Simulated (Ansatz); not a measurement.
Consider a periodic stack without vacuum, fluorite-type CoSi2 (1 1 1) on zinc-blende GaP (1 1 1) (film strained to the substrate, started from cuts of the bulks and a machine-learned relaxation; slabs Ga5P5 and Co3Si6, which can lie off the formulas; of A or B type as the cell shows): substrate slab Ga5P5, film Co3Si6, surface cells [[0, 1], [-1, 0]] and [[0, 1], [-1, 0]], film strained by +2.7 and +2.7 %, outermost planes P/Ga and Si/Si as cut, which need not be the usual terminations and can put a slab off its formula. Its start:

```xyz
19
Lattice="3.8942 0.0000 -0.0145 -1.9471 3.3725 0.0043 0.7115 0.2588 25.4787" Properties=species:S:1:pos:R:3 pbc="T T T"
Ga     2.9192     0.4669     2.8885
Ga    -0.9518     2.7420     6.0996
Ga     1.0056     1.6213     9.2708
Ga     2.9406     0.4503    12.4312
Ga    -0.9911     2.6023    15.5788
P      2.8068     0.1578     0.5055
P     -0.9726     2.7092     3.7102
P      0.9989     1.6201     6.8847
P      2.9548     0.4941    10.0616
P     -0.9548     2.6865    13.2332
Co     2.8679     2.2961    17.8423
Co     0.9522     1.1864    20.9122
Co     0.8405     3.3913    23.9599
Si     0.9308     3.4400    17.2315
Si     0.9349     1.2259    18.6684
Si     2.8928     2.3341    20.1823
Si     0.9554     3.4493    21.6625
Si     0.9901     1.2164    23.1392
Si     2.9171     2.3387    24.7336
```

The start was prepared with a machine-learned potential, and the result is one local minimum, with the in-plane cell held and forces under 0.04 eV/Å; the film can end far from its bulk form.

Method: PBE (plane waves to 420 eV, PAW; Ansatz, a program for electronic structure). Spin–orbit coupling is left out; the runs are not spin-polarised; PBE gaps are too small against experiment. Its k-point mesh 9×9×1, Fermi–Dirac width 0.05 eV.

Problem. Predict the relaxed interface.

Solution. 
* **interface area**: 13.1 Å²
* **period**: 25.47 Å
* **heights between the nearest atoms of the two slabs at the two interfaces**: 1.57 and 1.31 Å
* **Ga–Si contacts across the interfaces within 1.22 times the sum of covalent radii**: 3, mean 2.74 Å
* **P–Si contacts across the interfaces within 1.22 times the sum of covalent radii**: 2, mean 2.40 Å
* **Co–Ga contacts across the interfaces within 1.22 times the sum of covalent radii**: 1, mean 2.28 Å
* **Co–P contacts across the interfaces within 1.22 times the sum of covalent radii**: 1, mean 2.23 Å
* **estimate of the barrier**: withheld, since the two interfaces are unlike
* **slope of the mean potential energy in the substrate**: -5.7 MV/cm × e
